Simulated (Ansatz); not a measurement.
## AlN: pressure series

The reference is AlN in the wurtzite structure (space group P6_3mc, No. 186; a = 3.114 Å, c = 4.984 Å).

Cell and atoms are relaxed at each pressure.

Levels (all Ansatz, a quantum-chemistry and plane-wave program, PAW): PBEsol (420 eV, scalar-relativistic without spin-orbit coupling); r2SCAN (500 eV, scalar-relativistic without spin-orbit coupling); HSE06 (420 eV, without spin-orbit coupling).

Band gaps by level, all at the geometries relaxed with PBEsol:

```csv
case,PBEsol,r2SCAN,HSE06
base,4.09 eV,4.82 eV,5.54 eV
pressure −2 GPa,4.01 eV,4.73 eV,5.44 eV
pressure 0.9 GPa,4.13 eV,4.86 eV,5.58 eV
pressure 2.1 GPa,4.18 eV,4.91 eV,5.63 eV
pressure 4.5 GPa,4.27 eV,5.01 eV,5.73 eV
pressure 9 GPa,4.44 eV,5.18 eV,5.92 eV
pressure 15 GPa,4.64 eV,5.40 eV,6.14 eV
pressure 30 GPa,4.91 eV,5.75 eV,6.41 eV
```

Single points use the geometry relaxed with PBEsol. HSE06 was sampled on its mesh, a few special points and the semilocal edge points, so its gap is an upper bound. Load acts through the strain it causes; cell and atoms are relaxed under it. Whether these cells are dynamically stable was not tested. Measured, AlN leaves this structure (for rock salt) near 14 GPa (temperature not stated; as listed in Datta, Sujoy, Jana, Debnarayan, arXiv (2020)), on rising pressure, with hysteresis.
